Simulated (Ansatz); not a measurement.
We consider GaAs (I-4m2, No. 119; start mp-603640; another space group than a measured phase of this formula), described by PBEsol+SOC (PAW; Ansatz, a first-principles code).

Input file:

Ansatz 0.2 input:
```yaml
crystal:
  lattice:
    - [-2.5373926102, 2.5376122368, 1.4198810967]
    - [2.5373926102, -2.5376122368, 1.4198810967]
    - [2.5373926102, 2.5376122368, -1.4198810967]
  atoms:
    - { symbol: Ga, position: [0.6521860605, 0.1521860605, 0.5] }
    - { symbol: As, position: [0.9022939395, 0.9022939395, 0.0] }
basis:
  ecutwfc: 520
  ecutrho_ratio: 4
  xc_grid: 2
kpoints:
  mp_grid: { grid: [22, 22, 22] }
hamiltonian:
  xc: pbesol
  dispersion: none
  pseudopotentials: { azcp: { folder: ./paw }, kind: paw_fr }
scf:
  occupations: { method: fermi_dirac, width: 0.05 }
  convergence: { dr2_threshold: 0.0000000002 }
output:
  forces: true
  stress: true
  eigenvalues: true
magnetization:
  noncollinear: true
  spin_orbit: true
```

Output (set-up and result lines):

```
Crystal: 2 atoms, lattice volume = 36.570 Å³
Basis set: ecut = 520 eV, 989 PW (Γ), exchange–correlation on 60×60×60 points (8 copies of the dense FFT grid, shifted against one another)
Bands: 36, of which v1, the nominal top of the filled ones, is band 28 counted from 1 (27 counted from 0)
Symmetry: 4 space group operations + 4 with time reversal
k-points: 1530 of 10648 (time reversal used)
Initial density: superposition of atomic densities (chi_scale 0.1, normalization cell, long waves kept (reshape's long-wave potential 0.00 eV rms))
Functional: x = pbesol(κ = 0.804, μ = 0.12345679012345678), c = pbesol(β = 0.046)
spin=Noncollinear: Kerker preconditioning applied to the charge; magnetization (m_x, m_y, m_z) channels mix plain (no charge-response kernel on spin).
SCF 1 converged in 11 iterations: F = -8556.497477 eV  dr2 = 1.45e-11
SCF converged after 11 iterations
Free energy (F): -8556.497477 eV
Internal energy: -8556.492177 eV  (E = F + TS)
E sigma→0 (E₀):  -8556.494827 eV
Fermi energy:    11.037351 eV
--- Stress (GPa, compression-positive) ---
        0.001682       0.000000       0.000000
        0.000000      -0.004639       0.000000
        0.000000       0.000000       0.023797
  P = ⅓ Tr σ = 0.0069 GPa (0.069 kbar)
```

The PAW data were made under PBE.

It cost roughly 8 core-minutes of CPU time.

A start named mp-… is a Materials Project structure, which can be a computed phase never made.
